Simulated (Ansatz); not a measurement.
```yaml
crystal:
  lattice:
    - [4.52461, 0.00000, 0.00000]
    - [0.00000, 4.52461, 0.00000]
    - [2.26231, -2.26231, 3.10003]
  atoms:
    - { symbol: K, position: [0.00000, 0.00000, 0.00000] }
    - { symbol: Cl, position: [0.50000, 0.50000, 0.00000] }
```

No spin polarisation.

Method: Ansatz (a quantum-chemistry and plane-wave program), PBEsol, PAW, cutoff 420 eV, no spin-orbit coupling. Γ-centred 9×9×9 mesh, Fermi–Dirac width 0.05 eV.

Problem. Predict the gap character.

Solution. Direct at Γ.

Problem. Predict the pressure (mean of the normal stresses, compression positive).

Solution. -0.65 GPa.

Problem. Predict the valence-band top at Γ (three highest levels, from the VBM).

Solution. 0.00, -0.02, -0.02 eV.

The cells carry an imposed strain or load. Stability against distortions was not tested. The cell was made from KCl in the rock salt structure (space group Fm-3m, No. 225) by this change: biaxial strain +2.50 %, plane normal [001], relaxed out of plane.
